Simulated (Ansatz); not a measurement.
The parent structure is LaSb in the rock salt structure (space group Fm-3m, No. 225; a = 6.452 Å; relaxed with 0.1 eV smearing).

Computed with Ansatz (a quantum-chemistry and plane-wave program), PBEsol, PAW, cutoff 420 eV, no SOC.

Before the change:

| Quantity | Value |
|---|---|
| Pressure | 0.0 GPa |
| Band gap | zero |

Perturbation: an isotropic linear strain of −1.98 %; the atoms relax in the strained cell.

Problem. What does the calculation give for the pressure after the change?

Solution. The pressure goes from zero to 3.9 GPa.

Problem. Estimate the effect on the energy relative to the base.

Solution. The energy grows by 22 meV/atom.

Problem. What happens to the band gap?

Solution. The band gap remains zero.

With Sb present, leaving out spin-orbit coupling can change the band edges. No phonon test of stability was made. The final runs are not spin-polarised. The zero or small gap of LaSb can change with the level of theory.
